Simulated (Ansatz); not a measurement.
Base system: MgO in the rock salt structure (space group Fm-3m, No. 225; a = 4.215 Å).

Modification: Ca takes the place of Mg on all its sites; the structure is relaxed again.

Levels (all Ansatz, a quantum-chemistry and plane-wave program, PAW, earlier PAW set): PBEsol (420 eV, no spin-orbit coupling); HSE06+SOC (420 eV, with spin-orbit coupling).

The geometry is relaxed with PBEsol.

| Quantity | Value |
|---|---|
| PBEsol lowest conduction level above the VBM at special points | X 3.54 eV; Γ 4.78 eV; U 5.11 eV |
| PBEsol valence-band top at Γ | 0.00, 0.00, 0.00 eV |

Task: What does HSE06+SOC give at this geometry for the lowest conduction level above the VBM at special points and valence-band top at Γ?

Result: The lowest conduction level above the VBM at special points becomes X 5.29 eV; Γ 6.45 eV; U 6.93 eV (PBEsol: X 3.54 eV; Γ 4.78 eV; U 5.11 eV); the valence-band top at Γ (three highest Kramers pairs, from the VBM) changes from 0.00, 0.00, 0.00 eV to 0.00, 0.00, -0.05 eV. The threefold valence maximum splits by Δso ≈ 47 meV.

Single points use the geometry relaxed with PBEsol. The hybrid gap comes from the SCF mesh plus the semilocal run's edge points and a few special points and is an upper bound. Differences between runs with and without spin-orbit coupling are approximate. The levels and masses belong to the bands next to the band gap. Whether these cells are dynamically stable was not tested.
